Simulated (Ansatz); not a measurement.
Input and output of a self-consistent single point for MgTe (F-43m, 2 atoms in the cell) (Ansatz, a first-principles code).

Method of the run: PBE with spin-orbit coupling (plane waves, PAW; Ansatz).

```xyz
2
Lattice="0.0000 3.2100 3.2100 3.2100 0.0000 3.2100 3.2100 3.2100 0.0000" Properties=species:S:1:pos:R:3 pbc="T T T"
Mg     0.0000     0.0000     0.0000
Te     1.6050     1.6050     1.6050
```

Reference input (self-consistent single point, DFT, PBE, plane waves, default PAW files): kpoints.mp_grid.grid = 7 7 7; hamiltonian.xc = pbe; hamiltonian.pseudopotentials = {kind: paw} (the program's default PAW files); scf.occupations.method = fermi_dirac; scf.occupations.width = 0.05 eV. This run's input differs from it in these lines:

Ansatz 0.2 input:
```diff
@@ -14,2 +14,5 @@
   pseudopotentials: { kind: paw }
+magnetization:
+  noncollinear: true
+  spin_orbit: true
 scf:
```

Output (repeated stretches shortened):

```
SCF iter   1: F=—  HF=-8908.309462 eV  |F-HF|=—  |Δ(HF+E_count)|=         —  Δρ=2.81e-2  dr2=3.80e-1  dr2_m=0.00e0 (ungated)  ethr=3.10e-3  |M|=0.00e0 ∫|m|=0.00e0 μB  |m|>n=0.0e0 m-floor=0.0e0 τ_xc=0.0e0  β_m=0.30  ⟨swp⟩=10.6  Hψ=4244  notcnv=0  defer=1
all-band conjugate gradients solve this SCF's bands
preconditioner: auto → none
   [... lines left out ...]
SCF iter   6: F=—  HF=-8908.255267 eV  |F-HF|=—  |Δ(HF+E_count)|=   9.37e-6  Δρ=4.05e-5  dr2=8.64e-7  dr2_m=0.00e0 (ungated)  ethr=4.07e-8  |M|=0.00e0 ∫|m|=0.00e0 μB  |m|>n=0.0e0 m-floor=0.0e0 τ_xc=0.0e0  β_m=0.73  ⟨swp⟩=3.0  Hψ=1140  notcnv=0  defer=68
SCF iter   7: F=-8908.255268 eV  HF=-8908.255268 eV  |F-HF|=1.37e-8  |Δ(HF+E_count)|=   5.28e-7  Δρ=5.08e-6  dr2=1.03e-8  dr2_m=0.00e0 (ungated)  ethr=3.85e-10  |M|=0.00e0 ∫|m|=0.00e0 μB  |m|>n=0.0e0 m-floor=0.0e0 τ_xc=0.0e0  ⟨swp⟩=11.5  Hψ=3448  notcnv=0
SCF 1 converged in 7 iterations: F = -8908.255268 eV  dr2 = 1.03e-8
Magnetization: |M| = 0.0000 μB,  M = (+0.0000, +0.0000, +0.0000) μB
Absolute magnetization: 0.0000 μB (∫|m|)
  site 0: m = (+0.0000, +0.0000, +0.0000) μB, |m| = 0.0000 μB  (R = 1.15 Å)
  site 1: m = (+0.0000, +0.0000, +0.0000) μB, |m| = 0.0000 μB  (R = 1.15 Å)
Free energy (F): -8908.255268 eV
Internal energy: -8908.255268 eV  (E = F + TS)
E sigma→0 (E₀):  -8908.255268 eV
Fermi energy:    5.917963 eV
--- Forces (eV/Å), atoms counted from 1 ---
  atom   1  Mg     0.00000000    -0.00000000    -0.00000000
  atom   2  Te     0.00000000    -0.00000000     0.00000000
--- Stress (GPa, compression-positive) ---
        1.547074      -0.000000      -0.000000
       -0.000000       1.547074       0.000000
       -0.000000       0.000000       1.547074
  P = ⅓ Tr σ = 1.5471 GPa (15.471 kbar)
  The stress holds the Pulay correction. Without it, at fixed plane waves, as pw.x and ABINIT print it: P = 1.5346 GPa
```

The run converged in 7 iterations. Against the reference run the pressure moves little (1.53 to 1.55 GPa) and the gap on the mesh goes from 2.512 to 2.248 eV.

The starting cell has typed, rounded lattice constants, without a prior relaxation at this level. Ansatz's pressure includes its estimate of the finite-basis (Pulay) stress.
